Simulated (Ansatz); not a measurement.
The starting structures come from a database of crystals and need not be the phases stable at ambient conditions.

By PBEsol, the system below comes out a metal.

The ballistic (Sharvin) conductance counts the channels at the Fermi level: G/A = (e²/h) × channels of both spins per area.

Input:

```xyz
8
Lattice="6.3678 0.0000 0.0000 0.5340 6.3453 0.0000 2.4786 2.2788 2.1088" Properties=species:S:1:pos:R:3 pbc="T T T"
Co     6.2821     4.7952     0.5323
Co     3.0982     3.8289     1.5765
Co     2.1307     5.8523     0.5272
Co     7.2497     2.7718     1.5816
Co     2.8359     1.6268     0.5221
Co     6.5444     6.9972     1.5867
Si     4.3375     5.9393     1.5816
Si     5.0428     2.6848     0.5272
```

Space group of this cell: P6_3/mmc. The cell is taken as given; by PBEsol its mean pressure is -12.7 GPa.

The current flows along the normal of the first two printed cell vectors, the (111) plane of the conventional cell. No spin-orbit coupling; the value is a mean over 0.1 eV about the Fermi level.

**Question.** Compute, with Ansatz (a first-principles code) with PBEsol, the ballistic conductance per area.

**Answer.** 0.74 × 10¹⁵ S/m² for both spins.
